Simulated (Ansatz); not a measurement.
The starting structures come from a database of crystals and need not be the phases stable at ambient conditions.

Consider the following.

```
CELL_PARAMETERS angstrom
      5.32390     0.00000     0.00000
     -2.66195     9.00768     0.04193
      2.66195     1.49027     8.88365
ATOMIC_POSITIONS crystal
  Tl 0.88366 0.62246 0.37754
  Tl 0.11634 0.37754 0.62246
  Tl 0.63874 0.87754 0.12246
  Tl 0.36126 0.12246 0.87754
  Cu 0.77257 0.52257 0.97743
  Cu 0.22743 0.47743 0.02257
  Cu 0.22743 0.97743 0.52257
  Cu 0.77257 0.02257 0.47743
  Sn 0.50000 0.75000 0.75000
  Sn 0.50000 0.25000 0.25000
  S  0.60322 0.22149 0.48461
  S  0.39678 0.77851 0.51539
  S  0.39678 0.48461 0.22149
  S  0.60322 0.51539 0.77851
  S  0.86633 0.27851 0.01539
  S  0.13367 0.72149 0.98461
  S  0.13367 0.01539 0.27851
  S  0.86633 0.98461 0.72149
```

Space group of this cell: Ibam. The cell was relaxed by PBE-D3(BJ); by PBEsol its mean pressure is -2.5 GPa.

Transport runs along the normal of the first two printed cell vectors.

The gap is the functional's own, uncorrected, and κ follows it; spin-orbit coupling is left out. Mid-gap values are interpolated between the computed energies.

Question: Compute, with PBEsol (Ansatz, a program for electronic structure), the band gap and the smallest decay constant κ at mid-gap.

Answer: Gap 0.19 eV on a 6×6×6 mesh; κ = 0.079 1/Å, at the zone centre.
